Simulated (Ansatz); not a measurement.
The starting structures come from a database of crystals and need not be the phases stable at ambient conditions.

Data:

```yaml
crystal:
  lattice:
    - [7.64416, 0.00000, 0.00000]
    - [3.82208, 6.68866, 0.00000]
    - [0.00000, 4.36808, 6.27320]
  atoms:
    - { symbol: Rb, position: [0.75000, 0.50000, 0.25000] }
    - { symbol: Rb, position: [0.25000, 0.50000, 0.75000] }
    - { symbol: Te, position: [0.00000, 0.00000, 0.00000] }
    - { symbol: Br, position: [0.72680, 0.00000, 0.77354] }
    - { symbol: Br, position: [0.27320, 0.00000, 0.22646] }
    - { symbol: Br, position: [0.22646, 0.00000, 0.72680] }
    - { symbol: Br, position: [0.77354, 0.00000, 0.27320] }
    - { symbol: Br, position: [0.24756, 0.50488, 0.24756] }
    - { symbol: Br, position: [0.75244, 0.49512, 0.75244] }
```

Space group of this cell: I4/m. The cell is taken as given.

Transport runs along the normal of the first two printed cell vectors, the (101) plane of the conventional cell.

The gap is the functional's own. No spin-orbit coupling. Mid-gap values are interpolated on the energy grid.

### Question
Compute, with r2SCAN (Ansatz, a program for electronic structure), the band gap and the smallest decay constant κ at mid-gap.

### Answer
Gap 2.20 eV on a 6×6×6 mesh; κ = 0.259 1/Å, at (0.500, 0.000) of the in-plane reciprocal vectors. At the zone centre, at the nearest computed energy, the slowest state has κ = 0.28 1/Å.
